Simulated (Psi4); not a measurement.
Psi4 1.11, PBE/def2-tzvp: Ti(NH2)2(NMe2)(Me) (C[N](C)[Ti]([CH3])([NH2])[NH2]), 20 atoms. The geometry is a generated start, not checked to be a minimum at this level.

```python
memory 32 GB

molecule mol {
0 1
Ti     0.15490000    -0.13010000     0.78940000
N      0.81130000     1.28440000     1.81480000
H      1.22370000     2.15750000     1.47620000
H      0.94130000     1.23100000     2.82820000
N      1.00200000    -1.77210000     1.04590000
H      1.15750000    -2.16430000     1.97890000
H      1.61340000    -2.26180000     0.39050000
N      0.12710000     0.39220000    -0.98590000
C     -1.03350000     0.61200000    -1.81620000
C      1.32320000     0.20660000    -1.77470000
H     -0.88720000     1.48490000    -2.47650000
H     -1.24500000    -0.25900000    -2.46610000
H     -1.90700000     0.80140000    -1.18160000
H      1.24980000    -0.68150000    -2.43200000
H      1.50980000     1.07870000    -2.42610000
H      2.18600000     0.08410000    -1.10530000
C     -1.78190000    -0.46560000     1.48110000
H     -2.36680000     0.46610000     1.52100000
H     -1.75790000    -0.88410000     2.49790000
H     -2.32060000    -1.18060000     0.84040000
}

set {
  basis def2-tzvp
}

gradient('pbe')
print_variables()
```

The program reports basis functions: 309, grid points: 424581.

Machine: one whole node, AMD EPYC (Zen 5), 96 cores on 1 socket, no SMT, 12 L3 cache groups.

Each time is the median wall time of two to five repeats, run one at a time on the otherwise empty machine; start-up is included. Unless noted, each process is bound to its own block of adjacent cores. Build: conda-forge: OpenMP (LLVM), MKL, Libint2. Other compilers and libraries give other times. Scratch files lie in a memory file system.

Measured:

```csv
cores,layout,wall time
2,2 threads,27.6 s
4,4 threads,16.2 s
16,16 threads,11.2 s
32,32 threads,10.0 s
48,48 threads,9.66 s
```

Question: Take a serial part s and a parallel part w, T = s + w/p on p cores. What does the fit give for 8 threads and for 64 threads, and what is measured?

Answer: A fit of relative deviations gives s = 8.88 s and w = 34.2 core-seconds; it misses the rows shown by at most 7 %.

```tsv
cores	layout	fit	measured	measured against fit
8	8 threads	13.2 s	10.6 s	-19 %
64	64 threads	9.42 s	9.79 s	+4 %
```

Efficiency, counted from 2 cores, stays above one half up to 8 cores and is 31 % at 16. The shortest time, 9.7 s, comes at 48 cores (32, 64: level within 8 % or the scatter of repeats); at 96 the run, laid out as 96 threads, is slower again (11 s). The share that grows most is that of initial guess: from 0.42 % of the time on 2 cores to 22 % on 96. The largest part on 96 cores, exchange-correlation on the grid (Form V), takes 18 s on 2 and 2.7 s there.
